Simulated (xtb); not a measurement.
xtb 6.7.1, GFN1-xTB: Si(Me)3(Vi) cation (C=C[Si](C)(C)C), charge +1, multiplicity 2, 18 atoms. The geometry is a generated start, not checked to be a minimum at this level.

```
Property                                                                                                       Result
------------------------  -------------------------------------------------------------------------------------------
method                                                                                                       GFN1-xTB
--acc                                                                                                     1 (default)
--etemp (K)                                                                                             300 (default)
detailed input (--input)  none: ANC optimiser, Lindh (1995) Hessian, microcycle=20, maxdispl=1.0, hlow=0.01 (default)
basis functions                                                                                                    54
valence electrons                                                                                                  35
```

```xyz
18

C      2.1898    -0.8760     1.0805
C      1.5541     0.1852     0.6073
Si    -0.2001     0.1641    -0.1157
C     -0.6301     1.9324    -0.6884
C     -1.4523    -0.3939     1.2143
C     -0.2786    -1.0264    -1.6071
H      3.1895    -0.8236     1.4879
H      1.7342    -1.8533     1.0872
H      2.0688     1.1384     0.6405
H     -1.6340     1.9812    -1.0990
H      0.0541     2.2773    -1.4593
H     -0.5786     2.6391     0.1341
H     -1.4375     0.2689     2.0742
H     -2.4645    -0.4013     0.8212
H     -1.2311    -1.3954     1.5705
H      0.4160    -0.7283    -2.3871
H     -0.0269    -2.0419    -1.3174
H     -1.2730    -1.0465    -2.0435
```

Charge 1 and multiplicity 2 are set for this test and not shown to be the ground state. GFN-xTB has no spin term: --uhf 1 sets the occupations alone.

The structure is relaxed from this start with --opt LEVEL for the levels crude, sloppy, loose, lax, normal, tight, vtight, extreme, once each. Up to the end of the extreme run atoms move by at most 0.85 Å along an axis.

Problem. Which level is enough to come within 20 meV of the tightest end point?

Solution. lax: 23 cycles against 44, ending 3.9 meV above.

```json
[
 {"level": "crude", "cycles": "6", "energy above the extreme run (meV)": "30", "gradient norm (eV/Å)": "0.20"},
 {"level": "sloppy", "cycles": "6", "energy above the extreme run (meV)": "30", "gradient norm (eV/Å)": "0.20"},
 {"level": "loose", "cycles": "8", "energy above the extreme run (meV)": "27", "gradient norm (eV/Å)": "0.16"},
 {"level": "lax", "cycles": "23", "energy above the extreme run (meV)": "3.9", "gradient norm (eV/Å)": "0.12"},
 {"level": "normal", "cycles": "32", "energy above the extreme run (meV)": "0.31", "gradient norm (eV/Å)": "0.039"},
 {"level": "tight", "cycles": "39", "energy above the extreme run (meV)": "0.022", "gradient norm (eV/Å)": "0.012"},
 {"level": "vtight", "cycles": "43", "energy above the extreme run (meV)": "under 0.01", "gradient norm (eV/Å)": "0.0033"},
 {"level": "extreme", "cycles": "44", "energy above the extreme run (meV)": "—", "gradient norm (eV/Å)": "0.0021"}
]
```
